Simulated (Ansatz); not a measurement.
The parent structure is ZnSe in the zinc blende structure (space group F-43m, No. 216; a = 5.666 Å).

Calculations: Ansatz (a quantum-chemistry and plane-wave program) r2SCAN, spin-orbit coupling left out.

Base values:

| Property | Value |
|---|---|
| Electron mass | 0.12 mₑ (at Γ) |
| Band gap | 1.87 eV |
| Volume per atom | 22.73 Å³ |

Perturbation: a hydrostatic pressure of 15 GPa.

Estimate the effect on the electron mass.

The electron mass becomes 0.15 mₑ (at Γ) (base: 0.12 mₑ (at Γ)).

Predict the new band gap.

The band gap rises by 0.73 eV (1.87 eV → 2.60 eV).

Predict the new volume per atom.

The volume per atom falls by 3.38 Å³ to 19.35 Å³.

Load acts through the strain it causes; cell and atoms are relaxed under it. Masses are band curvatures over ±0.01 Å⁻¹ around the edge. Whether these cells are dynamically stable was not tested. Measured, ZnSe leaves this structure (for rock salt) near 13 GPa (temperature not stated; as listed in M. Köfferlein et al., Hyperfine Interactions (1994)).
